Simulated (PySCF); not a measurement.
PySCF 2.14.0, unrestricted TPSSH/def2-svp, df: [CH2][SiH3], charge 0, multiplicity 2, 7 atoms. The geometry is a generated start, not checked to be a minimum at this level.

| Property | Result |
|---|---|
| task | energy |
| method | tpssh |
| basis | def2-svp |
| two-electron scheme | density fitting |
| mol.max_memory | 3000 MB |
| mf.max_cycle | 100 |
| mf.conv_tol | 1e-09 (default) |
| mf.grids.level | 3 (default) |
| basis functions | 57 |
| grid points | 82344 |

```xyz
7

C      1.0949    -0.1215     0.0012
Si    -0.7357     0.0906    -0.0052
H      1.7838     0.7046    -0.0229
H      1.5611    -1.0912     0.0420
H     -1.3088    -0.3487     1.2763
H     -1.0609     1.4993    -0.2285
H     -1.3344    -0.7330    -1.0629
```

Charge 0 and multiplicity 2 are set for this test and not shown to be the ground state.

With the defaults (mf.diis = true, mf.diis_space = 8, mf.init_guess = minao, mf.DIIS = CDIIS, mf.damp = 0, mf.diis_start_cycle = 1) it converges in 11 Fock builds. One run each on 2 threads, 1 BLAS thread, with these changes:
- mf.DIIS = EDIIS
- mf.damp = 0.7, mf.diis_start_cycle = 8
- mf.diis_space = 5
- mf.diis = false, mf.damp = 0.7, mf.diis_start_cycle = 999
- mf.diis = false
- mf.init_guess = mod_huckel
- mf.DIIS = ADIIS
- mf.diis_space = 20
- mf.init_guess = huckel

Problem. Which of these changes keep the SCF from converging, or lead it to another solution?

Solution. No convergence: mf.diis = false (the run ends without SCF convergence in 100 cycles). The rest reach the solution of the defaults.

```tsv
setting	Fock builds	end
the defaults	11	same solution
mf.diis_space = 5	11	same solution
mf.diis_space = 20	11	same solution
mf.init_guess = mod_huckel	12	same solution
mf.init_guess = huckel	13	same solution
mf.DIIS = ADIIS	15	same solution
mf.damp = 0.7, mf.diis_start_cycle = 8	16	same solution
mf.diis = false, mf.damp = 0.7, mf.diis_start_cycle = 999	37	same solution
mf.DIIS = EDIIS	52	same solution
mf.diis = false	101	no convergence
```
